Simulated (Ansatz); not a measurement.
**A computed series for SnO2: response to strain**

Consider SnO₂ in the rutile structure (space group P4_2/mnm, No. 136; a = 4.760 Å, c = 3.201 Å). Axes: x, y, z lie along a, b, c of the conventional cell.

Strains are applied to the cell and any free atomic positions relax.

All numbers come from r2SCAN (Ansatz, an electronic-structure program, PAW, no SOC).

Candidates:
(a) isotropic strain +2.65 %
(b) uniaxial strain ε_xx = −1.11 %
(c) uniaxial strain ε_zz = +0.79 %
(d) uniaxial strain ε_zz = −3.81 %
(e) isotropic strain −5.47 %

For the base:

```
Quantity    Value
--------  -------
Band gap  1.77 eV
```

Question: Order them by band gap, highest first.

Answer: (e) isotropic strain −5.47 % (3.93 eV), (d) uniaxial strain ε_zz = −3.81 % (2.31 eV), (b) uniaxial strain ε_xx = −1.11 % (1.88 eV), (c) uniaxial strain ε_zz = +0.79 % (1.65 eV), (a) isotropic strain +2.65 % (0.92 eV)

Stability against distortions was not tested. The base started in Pnnm and relaxed to P4_2/mnm at this level.
